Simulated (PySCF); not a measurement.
PySCF 2.14.0, unrestricted TPSSH/def2-svp, df: Bi(I)3 anion ([I][Bi]([I])[I]), charge -1, multiplicity 2, 4 atoms. The geometry is a generated start, not checked to be a minimum at this level.

* **task**: energy
* **method**: tpssh
* **basis**: def2-svp
* **two-electron scheme**: density fitting
* **mol.max_memory**: 3000 MB
* **mf.max_cycle**: 100
* **mf.conv_tol**: 1e-09 (default)
* **mf.grids.level**: 3 (default)
* **effective core potentials**: those of the basis set, past Kr
* **basis functions**: 104
* **grid points**: 89320

```xyz
4

Bi     0.0032     0.0020     1.0507
I      0.4032    -2.3704    -0.3519
I      1.8492     1.5315    -0.3635
I     -2.2556     0.8370    -0.3353
```

Charge -1 and multiplicity 2 are set for this test and not shown to be the ground state.

With the defaults (mf.DIIS = CDIIS, mf.diis = true, mf.diis_space = 8, mf.level_shift = 0, mf.damp = 0, mf.diis_start_cycle = 1, mf.init_guess = minao) it converges in 15 Fock builds. One run each on 2 threads, 1 BLAS thread, with these changes:
- mf.damp = 0.3, mf.diis_start_cycle = 4
- mf.diis = false
- mf.diis_space = 12
- mf.level_shift = 1 Hartree
- mf.init_guess = mod_huckel
- mf.diis_space = 3
- mf.init_guess = atom
- mf.DIIS = EDIIS
- mf.diis = false, mf.damp = 0.7, mf.diis_start_cycle = 999

Q: Name the settings that don't reach the solution of the defaults.

A: No convergence: mf.DIIS = EDIIS; mf.diis = false (the run ends without SCF convergence in 100 cycles). The rest reach the solution of the defaults.

```csv
setting,Fock builds,end
mf.init_guess = atom,13,same solution
the defaults,15,same solution
mf.diis_space = 12,15,same solution
mf.init_guess = mod_huckel,15,same solution
"mf.damp = 0.3, mf.diis_start_cycle = 4",17,same solution
mf.diis_space = 3,19,same solution
"mf.diis = false, mf.damp = 0.7, mf.diis_start_cycle = 999",31,same solution
mf.level_shift = 1 Hartree,55,same solution
mf.DIIS = EDIIS,101,no convergence
mf.diis = false,101,no convergence
```
